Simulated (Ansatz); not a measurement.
**CH3 on the 1x1 (0001) surface of hcp Re, one in a 2x2 cell, started at the site 'hollow Re-Re-Re over Re at depth 2.1 Å'**

All values below come from PBE (plane waves to 420 eV, PAW; Ansatz, a program for electronic structure).

Set-up: 20 atoms, 6.5 Å thick at the start under the adsorbate (thin: gaps and levels are the slab's own); mesh 6x6x1; 0.1 eV smearing; dipole correction on; 8 atoms held, the rest relaxed; start symmetry kept, larger cells not searched; no spin, no spin-orbit, no U, no dispersion correction. At the end it is bonded to 3 Re. In PBE it is, or lies within 0.03 eV of, the lowest of the starts that converged.

```
Quantity                                                                                                                   Value
--------------------------------------------------------------------------------------  ----------------------------------------
adsorption energy against CH4(g) − ½ H2(g)                                                                              0.092 eV
work function of the top face                                                                                            3.63 eV
change of the work function                                                                                             -1.34 eV
change of the step from the bottom to the top vacuum level, against the clean slab                                      -1.33 eV
energy released by relaxation                                                                                            0.49 eV
height of the binding atom over the mean of the host atoms within 0.3 Å of the top one                                   1.668 Å
nearest host atoms of the binding atom                                                  Re at 2.33 Å, Re at 2.33 Å, Re at 2.33 Å
largest move of a host atom                                                                                               0.04 Å
cost                                                                                               around 9 core-minutes (rough)
```

A negative adsorption energy means that the adsorbate is more stable on the surface than in its reference.
